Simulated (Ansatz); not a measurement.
The parent structure is SiC (space group P6_3mc, No. 186).

```yaml
crystal:
  lattice:
    - [3.07761, 0.00000, 0.00000]
    - [-1.53880, 2.66529, 0.00000]
    - [0.00000, 0.00000, 10.07629]
  atoms:
    - { symbol: Si, position: [0.00000, 0.00000, 0.00030] }
    - { symbol: Si, position: [0.00000, 0.00000, 0.50030] }
    - { symbol: Si, position: [0.66667, 0.33333, 0.75025] }
    - { symbol: Si, position: [0.33333, 0.66667, 0.25025] }
    - { symbol: C, position: [0.00000, 0.00000, 0.81287] }
    - { symbol: C, position: [0.00000, 0.00000, 0.31287] }
    - { symbol: C, position: [0.66667, 0.33333, 0.56221] }
    - { symbol: C, position: [0.33333, 0.66667, 0.06221] }
```

Cartesian axes are those of the cell as printed.

Method: r2SCAN, PAW, 500 eV (Ansatz, a quantum-chemistry and plane-wave program; no SOC).

Base values:

```
Property    Result
--------  --------
Band gap   2.60 eV
Pressure  0.00 GPa
```

It is then changed as follows: compressive biaxial strain of 1.54 % in the plane normal to [001], as in epitaxy on a mismatched substrate; the out-of-plane cell vector and the atoms relax.

**Question.** Predict the new electron mass.

**Answer.** The electron mass comes out as 0.50 mₑ along k, 0.29 mₑ across (at M).

**Question.** Predict the new band gap.

**Answer.** The band gap drops by 0.12 eV (2.60 eV → 2.48 eV).

**Question.** Estimate the effect on the out-of-plane strain.

**Answer.** The out-of-plane strain amounts to +0.28 %.

**Question.** How does this affect the pressure?

**Answer.** The pressure (mean of the normal stresses, compression positive) goes from zero to 6.86 GPa.

Masses are band curvatures over ±0.01 Å⁻¹ around the edge. Along k means along the line from Γ to the band edge. No phonon test of stability was made.
